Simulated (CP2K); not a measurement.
CP2K run on Al (Fm-3m, 1 atom in the cell): self-consistent single point.

Computed with PBE, GPW, DZVP-MOLOPT-SR-GTH basis, GTH-PBE potentials (GTH_POTENTIALS) in CP2K 2026.2.

The change in words: lattice scaled by 0.98. Reference geometry:
```
CELL_PARAMETERS angstrom
      2.84996     0.00000     0.00000
      1.42498     2.46814     0.00000
      1.42498     0.82271     2.32698
ATOMIC_POSITIONS crystal
  Al 0.00000 0.00000 0.00000
```

Reference input (self-consistent single point, DFT PBE, GPW, DZVP-MOLOPT-SR-GTH basis, GTH-PBE potentials (GTH_POTENTIALS)): CUTOFF = 400 Ry; REL_CUTOFF = 60 Ry; SMEAR/METHOD = FERMI_DIRAC; ELECTRONIC_TEMPERATURE = 1160.45 K; KPOINTS/SCHEME = MONKHORST-PACK 10 10 10; GAMMA_CENTERED = T; XC_FUNCTIONAL = PBE; Al/BASIS_SET = DZVP-MOLOPT-SR-GTH-q3; Al/POTENTIAL = GTH-PBE-q3; METHOD = GPW; EPS_DEFAULT = 1e-10; NGRIDS = 4. This run's input differs from it in these lines:

```diff
@@ -63,5 +63,5 @@
     &CELL
-      A 2.84995700 0.00000000 0.00000000
-      B 1.42497900 2.46813500 0.00000000
-      C 1.42497900 0.82271200 2.32698000
+      A 2.79295900 0.00000000 0.00000000
+      B 1.39647900 2.41877300 0.00000000
+      C 1.39647900 0.80625800 2.28044100
       PERIODIC XYZ
```

Output, abridged:

```
 SCF WAVEFUNCTION OPTIMIZATION

  Step     Update method      Time    Convergence         Total energy    Change
     1 NoMix/Diag. 0.20E+00      -     0.99322571        -2.2329487314 -2.23E+00
     2 Broy./Diag. 0.20E+00      -     0.00344793        -2.1600346579  7.29E-02
     3 Broy./Diag. 0.20E+00      -     0.01289451        -2.0733313099  8.67E-02
     4 Broy./Diag. 0.20E+00      -     0.00003956        -2.0714920158  1.84E-03
     5 Broy./Diag. 0.20E+00      -     0.00011281        -2.0705869022  9.05E-04
     6 Broy./Diag. 0.20E+00      -     0.00000174        -2.0705832713  3.63E-06
     7 Broy./Diag. 0.20E+00      -     0.00000549        -2.0705920129 -8.74E-06
     8 Broy./Diag. 0.20E+00      -     0.00000003        -2.0705924028 -3.90E-07
  *** SCF run converged in     8 steps ***

  Overlap energy of the core charge distribution:               0.00000000000000
  Self energy of the core charge distribution:                 -5.64189583547756
  Core Hamiltonian energy:                                      1.22686404593580
  Hartree energy:                                               3.16632825218097
  Exchange-correlation energy:                                 -0.82121911197042
  Electronic entropic energy:                                  -0.00066975350366
  Fermi energy:                                                 0.28735133747311

  Total energy:                                                -2.07059240283200
  Total energy (extrapolated to T->0):                         -2.07025752608017

   [... lines left out ...]

 STRESS| Analytical stress tensor [bar]
 STRESS|                        x                   y                   z
 STRESS|      x        5.39999959370E+04   2.59747192827E-02   1.83590390186E-02
 STRESS|      y        2.59747192827E-02   5.40040166761E+04   5.45069468353E+00
 STRESS|      z        1.83590390186E-02   5.45069468353E+00   5.40029898328E+04
 STRESS| 1/3 Trace                                             5.40023341486E+04
```

The run converged in 8 iterations. Against the reference run the free energy rises by 15.8 meV/atom and the pressure goes from 0.17 to 5.40 GPa.

The starting cell comes from a database of computed structures (which also holds hypothetical and non-ambient phases and stackings), without a prior relaxation at this level. Its lattice was rescaled by a random factor within 2.5 % of one. For this run, on top of that: lattice scaled by 0.98. Values carry the incompleteness of an atom-centred basis. With a pressure of about 5 GPa the cell is away from its equilibrium volume at this level.

Cost on one core of a shared machine: roughly 30 s.
